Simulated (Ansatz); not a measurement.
Task: Name crystals whose hole conductivity mass lies between 0.117 and 0.182 mₑ and whose electron conductivity mass lies between 0.132 and 0.21 mₑ, by PBEsol with spin-orbit coupling, rigid bands (Ansatz, a first-principles code).

Result: Many crystals can fit; among those computed here:
- CsPbCl$_{3}$ (Pm-3m): 0.146 mₑ, 0.164 mₑ

Masses are for dilute carriers at 300 K, harmonic means over directions unless an axis is named.

CsPbCl3 (Pm-3m): a high-temperature phase held by its symmetry.
